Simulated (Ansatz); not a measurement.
Take LuN in the CsCl type structure (space group Pm-3m, No. 221; a = 2.8934 Å; a hypothetical phase, not in the database extracts checked; relaxed with 0.1 eV smearing) as the base. Axes: x, y, z lie along the cube axes.

All numbers come from PBEsol (Ansatz, an electronic-structure program; PAW; 420 eV plane waves; no spin-orbit coupling).

A first run, uniaxial strain ε_yy = +1.93 %, gives secant values C11 ≈ 530 GPa and C12 ≈ -12 GPa from its stress. A second run applies biaxial strain +0.90 %, plane normal [001], relaxed out of plane.

### Question
What does linear elasticity predict for −ε⊥/ε∥ in the second run, and what does the run give?

### Answer
Linear elasticity: 2 C12/C11 = -0.05. The run gives -0.03; any difference comes from nonlinear terms at these strains and numerical noise.

Stability against distortions was not tested. All final runs are without spin polarisation.
